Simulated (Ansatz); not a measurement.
Consider Ge in the diamond structure (space group Fd-3m, No. 227; a = 5.6744 Å). Axes: x, y, z lie along the cube axes.

Calculations: DFT with r2SCAN, PAW potentials and a 500 eV plane-wave cutoff in Ansatz (an electronic-structure program), no spin-orbit coupling.

Strains are applied to the cell and any free atomic positions relax; under biaxial strain the out-of-plane vector relaxes too.

One change was made to it. Results:

```csv
quantity,base,after
"pressure (mean of the normal stresses, compression positive)",0.01 GPa,-0.49 GPa
energy relative to the base (free energy F),0 meV/atom,+0.4 meV/atom
```

Task: Which change produced these results?
A) biaxial strain +0.42 %, plane normal [111], relaxed out of plane
B) biaxial strain +1.25 %, plane normal [111], relaxed out of plane
C) biaxial strain +2.08 %, plane normal [111], relaxed out of plane

Result: A, biaxial strain +0.42 %, plane normal [111], relaxed out of plane. For comparison, the energy relative to the base in the other runs: biaxial strain +2.08 %, plane normal [111], relaxed out of plane gives +10 meV/atom; biaxial strain +1.25 %, plane normal [111], relaxed out of plane gives +3.8 meV/atom.

A case with no gap was solved on a k-mesh chosen for an insulator, which is coarse for it. No phonon test of stability was made.
